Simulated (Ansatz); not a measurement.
We consider 1T (CdI2-type) MnBr₂, described by LDA (plane waves, PAW; Ansatz, a first-principles code).

Run with plane-wave cutoff 500 eV, 12×12×6 k mesh (along the axes of the cell as run), gaussian smearing 0.02 eV, spin-polarised start, scalar-relativistic PAW data made under PBE.

Cell (relaxed at this level):

```
MnBr2
1.0
    3.73922     0.00000     0.00000
   -1.86961     3.23826     0.00000
    0.00000     0.00000     6.07576
Mn Br
1 2
Direct
  0.00000   0.00000   0.00000
  0.33333   0.66667   0.24478
  0.66667   0.33333   0.75522
```

Q: Estimate the band gap that the calculation returns.

A: 
band gap: 0.80 eV (on the SCF k mesh)

Note: the magnetic order was assumed, not searched for or taken from measurement; the volume lies 6 % below that of the published cell.

Spin–orbit coupling is not included.

Static lattice: no zero-point or thermal effects.

Computing time: about 2.8 core-minutes (a rough figure).
